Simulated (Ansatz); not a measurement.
**Band edges of zincblende CdSe (F-43m) under biaxial stress in the (001) plane**

Cell and atoms are relaxed with r2SCAN to each stress (compression positive); bands and masses by r2SCAN with spin-orbit coupling, rigid bands (plane waves, PAW; Ansatz, a quantum-chemistry and plane-wave program). Strains are changes of length against the unloaded cell.

```
CdSe
1.0
    0.00000     3.06679     3.06679
    3.06679     0.00000     3.06679
    3.06679     3.06679     0.00000
Cd Se
1 1
Direct
  0.00000   0.00000   0.00000
  0.75000   0.75000   0.75000
```

```csv
stress (GPa),strain [001] (%),strain [100] (%),gap (eV),mₑ* [001],mₑ* [100],mₕ* [001],mₕ* [100]
-2.00,-9.01,5.71,0.686,0.088,0.101,0.21,0.74
-1.00,-3.90,2.59,0.817,0.096,0.103,0.33,0.76
0,0,0,0.925,0.103,0.103,0.79,0.79
1.00,3.09,-2.19,0.891,0.108,0.102,0.91,0.55
2.00,5.78,-4.16,0.842,0.111,0.099,0.85,0.41
```

[001] is the normal of the loaded plane; [010] strains as [100]. Masses are conductivity masses at 300 K in electron masses.

**Question.** From the two loads next to zero, find the biaxial modulus and the ratio of out-of-plane to in-plane strain.

**Answer.** Between -1.00 and 1.00 GPa the strain along [100] changes by -4.78 % and that along [001] by 6.99 %. The modulus is 2.00/0.0478 = 42 GPa and the ratio of the strains 1.46 (r2SCAN, atoms relaxed). For a cubic (001) plane the ratio is 2C₁₂/C₁₁ and the modulus C₁₁ + C₁₂ − 2C₁₂²/C₁₁, which gives C₁₁ ≈ 63 GPa and C₁₂ ≈ 46 GPa.

**Question.** Is the response still linear at the largest tension?

**Answer.** The modulus predicts 4.78 % at -2.00 GPa; the table has 5.71 %, so the crystal is softer there.

**Question.** How fast does the gap move on either side of zero load?

**Answer.** Under tension, (0.817 − 0.925) eV over -1.00 GPa = 108 meV/GPa, or about -4.2 eV per unit strain; under compression, (0.842 − 0.925) eV over 2.00 GPa = -42 meV/GPa, or about 2.0 eV per unit strain. The two slopes part by 150 meV/GPa; gaps are resolved to about 0.01 eV, which allows 15 meV/GPa, so they differ, even in sign: the gap has a turning point near zero load.

**Question.** Take the carrier density and the relaxation time as fixed, so that ρ ∝ m*. What gauge factor (Δρ/ρ)/ε follows for current along [100] at the loads next to zero?

**Answer.** holes at 1.00 GPa: (0.55/0.79 − 1)/-0.0219 ≈ 14. These are means over a finite load; the small-strain gauge factor differs, most where the load has already emptied the upper valleys or bands. Carriers and loads whose mass moves by under 12 % aren't resolved and aren't listed. The change of shape, which adds a term of order 1 to 2, and that of the scattering between valleys or bands are left out.

Masses are those of dilute carriers in rigid bands with one relaxation time, without polarons. Third decimals of gaps are kept for the arithmetic. Every relaxation keeps the zincblende phase (space group I-4m2 under this load), so a transition, a distortion that breaks the symmetry or fracture can't show.
